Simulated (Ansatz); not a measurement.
Consider BeSe in the zinc blende structure (space group F-43m, No. 216; a = 5.129 Å).

Method: PBEsol, PAW, 420 eV (Ansatz, a first-principles code; no spin-orbit coupling).

Before the change:

| Property | Value |
|---|---|
| Width of the top valence band | 3.37 eV |
| Volume per atom | 16.86 Å³ |
| Electron mass | 0.84 mₑ along k, 0.26 mₑ across (at X) |

Perturbation: a hydrostatic pressure of 9 GPa.

Question: What does the calculation give for the mean gap deformation potential ΔEg/Δln V, width of the top valence band, volume per atom and electron mass after the change?

Answer: The mean gap deformation potential ΔEg/Δln V comes out as +2.4 eV; the width of the top valence band rises by 0.485 eV (3.37 eV → 3.86 eV); the volume per atom falls by 1.518 Å³ (16.86 Å³ → 15.35 Å³); the electron mass becomes 0.80 mₑ along k, 0.25 mₑ across (at X) (base: 0.84 mₑ along k, 0.26 mₑ across (at X)).

Load acts through the strain it causes; cell and atoms are relaxed under it. Effective masses come from finite differences of ±0.01 Å⁻¹. Along k means along the line from Γ to the band edge. No phonon test of stability was made. Competing high-pressure phases were not computed.
